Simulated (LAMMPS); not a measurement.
MD of Ta (bcc) at zero pressure, 250 atoms, as a liquid; each row is its own run.

Computed with MD with a machine-learned potential, pair style snap, file Ta06A.snap, run in LAMMPS.

```
T (K)  volume (Å³/atom)
-----  ----------------
1810             18.833
2300             19.027
2630             19.134
2960             19.298
3290             19.474
3620             19.664
4610             20.279
5260             20.685
```

Task: Fit a straight line, y = a + b x, to these rows (x is the first column, y the second) and predict the run at x = 4110.

Result: Least squares gives a = 17.736 and b = 0.0005477. At x = 4110 the fit predicts 19.987 Å³/atom. The run itself gave 19.94 ± 0.02 Å³/atom, so the fit is 0.22 % high.

Caution (rows 1810; 2300; 2630; 2960): this liquid lies under the measured melting point of 3290 K, so it is undercooled or the potential melts low.

Caution: a run this short can hold a crystal over, or a liquid under, the potential's own melting point, which these runs don't give.

Caution (row 4110): enthalpy drifts during the constant-pressure average: a transition or slow ageing; fluctuation values are void.
